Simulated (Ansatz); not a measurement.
**Pressure series in In2Ge2O7**

The parent structure is In$_{2}$Ge$_{2}$O$_{7}$ (space group C2/m, No. 12; a = 6.654 Å, b = 8.868 Å, c = 4.960 Å, α = 90.00°, β = 102.09°, γ = 90.00°).

Cell and atoms are relaxed at each pressure.

Computed with Ansatz (an electronic-structure program) PBEsol, spin-orbit coupling left out.

Candidates:
(a) pressure 1.5 GPa
(b) pressure 7.5 GPa
(c) pressure 10 GPa

For the base:

- Band gap = 1.99 eV

Q: Order them by band gap, lowest first.

A: (a) pressure 1.5 GPa (2.08 eV), (b) pressure 7.5 GPa (2.35 eV), (c) pressure 10 GPa (2.41 eV)

Load acts through the strain it causes; cell and atoms are relaxed under it. No phonon test of stability was made. No other phases were tried under pressure.
